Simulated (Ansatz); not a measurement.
The reference is PbS in the rock salt structure (space group Fm-3m, No. 225; a = 5.975 Å).

Calculations: r2SCAN, PAW, 500 eV (Ansatz, an electronic-structure program; no SOC).

Strains are applied to the cell and any free atomic positions relax.

One change was made to it. Results:

The energy rises by 9.3 meV/atom; the width of the top valence band falls by 0.34 eV (3.46 eV → 3.12 eV); the valley order (the lowest conduction-band minima on the path, energy above the VBM, named in the base's zone) becomes L along ⟨111⟩ 0.84 eV; a point along ⟨110⟩, about 0.6 Å⁻¹ from Γ 1.69 eV (base: L along ⟨111⟩ 0.69 eV; a point along ⟨110⟩, about 0.6 Å⁻¹ from Γ 1.58 eV).

Task: Which change produced these results?
A. isotropic strain +2.50 %
B. isotropic strain +3.00 %
C. isotropic strain +0.50 %
D. isotropic strain +1.00 %
E. isotropic strain +1.50 %

Result: E, isotropic strain +1.50 %. For comparison, the valley order in the other runs: isotropic strain +2.50 % gives L along ⟨111⟩ 0.93 eV; a point along ⟨110⟩, about 0.6 Å⁻¹ from Γ 1.76 eV; isotropic strain +1.00 % gives L along ⟨111⟩ 0.80 eV; a point along ⟨110⟩, about 0.6 Å⁻¹ from Γ 1.66 eV; isotropic strain +0.50 % gives L along ⟨111⟩ 0.75 eV; a point along ⟨110⟩, about 0.6 Å⁻¹ from Γ 1.62 eV; isotropic strain +3.00 % gives L along ⟨111⟩ 0.97 eV; a point along ⟨110⟩, about 0.6 Å⁻¹ from Γ 1.78 eV.

With Pb present, leaving out spin-orbit coupling can change the band edges. The levels and masses belong to the bands next to the band gap. No phonon test of stability was made.
